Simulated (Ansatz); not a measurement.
**A computed series for GaP: response to strain**

Start from GaP in the zinc blende structure (space group F-43m, No. 216; a = 5.452 Å). Axes: x, y, z lie along the cube axes.

Strains are applied to the cell and any free atomic positions relax.

Calculations: r2SCAN (Ansatz, a first-principles code; PAW; 500 eV plane waves; no SOC), earlier PAW set.

Question: Only one of these has a direct gap. Which?
A) strain tensor (xx, yy, zz, yz, xz, xy) = (−1.79, −1.00, +1.33, +1.34, +0.10, +0.93) %
B) isotropic strain +3.49 %
C) uniaxial strain ε_xx = +0.28 %
D) uniaxial strain ε_zz = +3.92 %

Answer: B, isotropic strain +3.49 %. Computed: uniaxial strain ε_zz = +3.92 %: indirect, Γ → Γ–X (87 % along); isotropic strain +3.49 %: direct at Γ; uniaxial strain ε_xx = +0.28 %: indirect, Γ → Γ–X (87 % along); strain tensor (xx, yy, zz, yz, xz, xy) = (−1.79, −1.00, +1.33, +1.34, +0.10, +0.93) %: indirect, Γ → V

Stability against distortions was not tested. Labels are those of the standard path for the cell's own space group.
